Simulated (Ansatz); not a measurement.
BP (model structure, started from the CdTe type, P6₄22, No. 181, 6 atoms in the cell), treated with r²SCAN (Ansatz, a program for electronic structure, PAW).

Numerical settings: plane-wave cutoff 560 eV, 12×12×4 k mesh (along the axes of the cell as run), Fermi–Dirac smearing 0.01 eV, scalar-relativistic PAW data made under PBE.

Cell (relaxed at this level):

```xyz
6
Lattice="3.2765 0.0000 0.0000 -1.6382 2.8375 0.0000 0.0000 0.0000 7.0045" Properties=species:S:1:pos:R:3 pbc="T T T"
B     -0.8191     1.4187     4.6697
B      0.8191     1.4188     0.0000
B      1.6382     0.0000     2.3348
P     -0.8191     1.4187     1.1674
P      0.8191     1.4188     3.5023
P      1.6382     0.0000     5.8371
```

Task: What does this level give for the band gap and smallest direct gap on the k points sampled?

Result: 
band gap: 0.23 eV (indirect)
smallest direct gap on the k points sampled: 2.68 eV

Note: the relaxation could raise the start's symmetry but not lower it, so the cell can be a saddle point.

The computed numbers hold no vibrational or temperature effects.

It cost around 19 core-seconds (rough) of CPU time.

A model structure was made by putting elements into a prototype or built by hand; it is no filed structure, need not be a known phase, and can be a saddle point held by its symmetry.
